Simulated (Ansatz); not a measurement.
The parent structure is BN (space group P6_3/mmc, No. 194; a = 2.5121 Å, c = 8.4958 Å; layered, stacked along the Cartesian z axis).

Method: PBE (Ansatz, an electronic-structure program, PAW, spin-orbit coupling left out).

Carriers are added at fixed cell with a uniform background; the Fermi–Dirac width is that of 300 K.

One change was made to it. Results:

The Fermi level relative to the doped band's edge (positive inside the band; to 0.05 eV) amounts to +0.15 eV; the gap character remains indirect, H → Γ.

### Question
What was done to the base?
A) electrons 1.5×10^21 cm⁻³
B) holes 2.0×10^21 cm⁻³
C) electrons 1.0×10^22 cm⁻³
D) holes 1.0×10^22 cm⁻³

### Answer
B, holes 2.0×10^21 cm⁻³. For comparison, the Fermi level from band edge in the other runs: electrons 1.5×10^21 cm⁻³ gives +0.40 eV; electrons 1.0×10^22 cm⁻³ gives +1.05 eV; holes 1.0×10^22 cm⁻³ gives +0.55 eV.

Carriers are added with a uniform compensating background; total energy and stress of such cells depend on the potential's zero and are not compared; many-body gap narrowing is missing at this level. Stability against distortions was not tested. The base started in Pnma and relaxed to P6_3/mmc at this level. No dispersion term is included, though the crystal is made of layers, chains or molecules, so its spacings can come out too wide.
